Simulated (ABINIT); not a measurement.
## Converging the plane-wave cutoff: InSb (R3m, 2 atoms in the cell)

```yaml
crystal:
  lattice:
    - [0.00000, 3.23028, 3.23028]
    - [3.23028, 0.00000, 3.23028]
    - [3.23028, 3.23028, 0.00000]
  atoms:
    - { symbol: In, position: [0.00447, 0.00447, 0.00447] }
    - { symbol: Sb, position: [0.25000, 0.25000, 0.25000] }
```

Computed with LDA (PW92), PAW (JTH v2.0 LDA PAW) (plane waves; ABINIT 10.0.3).

Base settings: pseudos = [In.LDA_PW-JTH.xml, Sb.LDA_PW-JTH.xml]; ecut = 20 Ha; pawecutdg = 40 Ha; pawxcdev = 0; occopt = 3; tsmear = 0.00036749 Ha; ngkpt = 3 3 3; nshiftk = 1; shiftk = 0 0 0; potentials = JTH v2.0 LDA PAW.

Moved along: pawecutdg.

The second cell is the first with its lattice scaled by 0.98.

The mesh stays at the base's, so the ladder's end is converged at best in this setting alone.

Only quantities that move along the ladder and can be compared are tabulated.

The count of work is k-points × plane waves × bands × iterations; it is no time. 

The starting cell has typed, rounded lattice constants, without a prior relaxation at this level. Its lattice was rescaled by up to half a per cent. One atom was moved a little off its site on purpose. The run gives no clean gap (levels at the Fermi energy touch, overlap or are partly filled at this smearing), which alone does not show that the compound is a metal. Without a gap this mesh is coarse (it stands for a supercell whose shortest vector is 14 Å).

| ecut | free energy less the last step's (meV/atom) | energy of the compressed cell less the first (meV/atom) | pressure (GPa) | largest difference of a force vector from the last step's (eV/Å) | count of work / last |
|---|---|---|---|---|---|
| 7 Ha | 16620.67 | 972.84 | -293.57 | 0.147 | 0.050 |
| 8 Ha | 7651.00 | 421.03 | -155.81 | 0.074 | 0.059 |
| 9 Ha | 3366.12 | -13.67 | -79.82 | 0.007 | 0.071 |
| 10 Ha | 1468.57 | 3.05 | -40.19 | 0.044 | 0.082 |
| 11 Ha | 552.66 | 64.77 | -16.70 | 0.001 | 0.10 |
| 12 Ha | 239.64 | 28.29 | -6.18 | 0.003 | 0.12 |
| 14 Ha | 101.41 | 37.41 | 1.16 | 0.005 | 0.15 |
| 16 Ha | 96.17 | 36.37 | 0.99 | 0.005 | 0.19 |
| 18 Ha | 70.90 | 37.47 | 0.61 | 0.001 | 0.21 |
| 20 Ha | 49.55 | 36.96 | 0.98 | 0.001 | 0.25 |
| 22 Ha | 43.73 | 37.26 | 1.36 | 0.001 | 0.31 |
| 24 Ha | 43.04 | 37.34 | 1.31 | 0.001 | 0.33 |
| 27 Ha | 33.62 | 37.46 | 1.00 | 0.001 | 0.42 |
| 30 Ha | 19.73 | 37.37 | 1.04 | 0.001 | 0.49 |
| 35 Ha | 11.86 | 37.40 | 1.37 | 0.002 | 0.67 |
| 40 Ha | 8.49 | 37.41 | 1.24 | 0.002 | 0.76 |
| 48 Ha | 0.00 | 37.39 | 1.35 | 0.000 | 1.0 |

Coarsest ecut that holds the pressure within 1 GPa of the last step, with all finer ones: 14 Ha, at 0.15 of the last step's count of work; the step before is off by 7.5 GPa.

Coarsest ecut that holds the free energy within 5 meV/atom: not settled: the last two steps still differ by 8.5 meV/atom, over half the tolerance, so the ladder does not show it.

Coarsest ecut that holds the energy of the compressed cell less the first within 0.2 meV/atom of the last step, with all finer ones: 22 Ha, at 0.31 of the last step's count of work; the step before is off by 0.43 meV/atom.

Two neighbours can agree and both be off: 22 Ha and 24 Ha differ by 0.69 meV/atom in the free energy, yet lie about 43 meV/atom from the last step.

At the lowest cutoff the pressure lies 295 GPa under the last step's, the usual sign of Pulay stress in an incomplete plane-wave basis.
